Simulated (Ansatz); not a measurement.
An Ansatz (an electronic-structure program) input (Kohn–Sham DFT with the r2SCAN functional, run in Ansatz with PAW and 500 eV plane waves, no spin-orbit coupling):

Ansatz 0.2 input:
```yaml
crystal:
  lattice:
    - [1.6690660965, 0.9636357601, 8.3266480181]
    - [-1.6690660965, 0.9636357601, 8.3266480181]
    - [0, -1.9272715202, 8.3266480181]
  atoms:
    - { symbol: Al, position: [0.8700719104, 0.8700719104, 0.8700719104] }
    - { symbol: Al, position: [0.1299280896, 0.1299280896, 0.1299280896] }
    - { symbol: Al, position: [0.706524087, 0.706524087, 0.706524087] }
    - { symbol: Al, position: [0.293475913, 0.293475913, 0.293475913] }
    - { symbol: C, position: [0.7833416852, 0.7833416852, 0.7833416852] }
    - { symbol: C, position: [0.2166583148, 0.2166583148, 0.2166583148] }
    - { symbol: C, position: [0, 0, 0] }
basis: { ecutwfc: 500, ecutrho_ratio: 4, xc_grid: 4, fft_grid_basis: typed }
kpoints: { mp_grid: { grid: [11, 11, 11] } }
hamiltonian:
  xc: r2scan
  dispersion: none
  pseudopotentials: { kind: paw }
scf: { occupations: { method: fermi_dirac, width: 0.05 }, convergence: { dr2_threshold: 0.0000000007 } }
output: { forces: true, stress: true }
checkpoint: { write: state.ck, write_every: 1000 }
```

Problem. Which symmetry and how many k-points will the program report, and about how many plane waves at Γ?

Solution. Space group R-3m (ITA 166) with 12 operations, k-points 146 of 1331, and 2011 plane waves at Γ.

Problem. And the final pressure?

Solution. -0.34 GPa (compression positive).

Single points use the geometry relaxed with PBEsol. Whether these cells are dynamically stable was not tested. The cell is Al₄C₃ (space group R-3m, No. 166).
